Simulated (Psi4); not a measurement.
Psi4 1.11, HF/def2-svp: Mo(O)(S)(Cl)(OSiH3) ([O]=[Mo](=[S])([Cl])[O][SiH3]), 9 atoms. The geometry is a generated start, not checked to be a minimum at this level.

```json
{
  "task": "energy",
  "method": "scf",
  "basis": "def2-svp",
  "memory": "3 GB",
  "maxiter": "100",
  "keys_of_the_molecule_block": "symmetry c1",
  "scf_type": "df (default)",
  "e_convergence": "1e-06 (default)",
  "d_convergence": "1e-06 (default)",
  "effective_core_potentials": "those of the basis set, past Kr",
  "basis_functions": "128"
}
```

```xyz
9

Mo     0.3232     0.6987     1.3890
O      1.9376     0.9247     1.5819
S     -0.3147    -0.7930     2.7991
Cl    -0.7163     2.5150     1.9550
O     -0.1417     0.0692    -0.1959
Si    -0.2468    -0.7198    -1.6305
H     -1.4970    -1.4873    -1.5503
H      0.9664    -1.5456    -1.7001
H     -0.3108     0.3381    -2.6482
```

Charge 0 and multiplicity 1 are set for this test and not shown to be the ground state.

With the defaults (damping_percentage = 0, diis = true, scf_initial_accelerator = adiis, diis_max_vecs = 10, soscf = false, soscf_start_convergence = 0.01, guess = auto, which took SAD, level_shift = 0, level_shift_cutoff = 0.01) it converges in 13 SCF iterations. One run each on 2 threads, with these changes:
- soscf = true, soscf_start_convergence = 0.1
- damping_percentage = 60
- guess = modhuckel
- soscf = true, soscf_start_convergence = 0.001
- level_shift = 0.5, level_shift_cutoff = 0.001
- diis_max_vecs = 3
- scf_initial_accelerator = ediis
- guess = sadno
- damping_percentage = 60, diis = false, scf_initial_accelerator = none

**Question.** Which runs fail or end elsewhere than the default run?

**Answer.** No convergence: damping_percentage = 60; damping_percentage = 60, diis = false, scf_initial_accelerator = none (the run ends without SCF convergence in 100 iterations). The rest reach the solution of the defaults.

```tsv
setting	SCF iterations	JK calls	end
soscf = true, soscf_start_convergence = 0.1	7	28	same solution
soscf = true, soscf_start_convergence = 0.001	9	30	same solution
the defaults	13	14	same solution
scf_initial_accelerator = ediis	13	14	same solution
level_shift = 0.5, level_shift_cutoff = 0.001	13	14	same solution
guess = modhuckel	14	54	same solution
guess = sadno	14	14	same solution
diis_max_vecs = 3	21	22	same solution
damping_percentage = 60	100	101	no convergence
damping_percentage = 60, diis = false, scf_initial_accelerator = none	100	101	no convergence
```

An SOSCF iteration holds several JK calls; a Hückel guess adds calls on atoms.
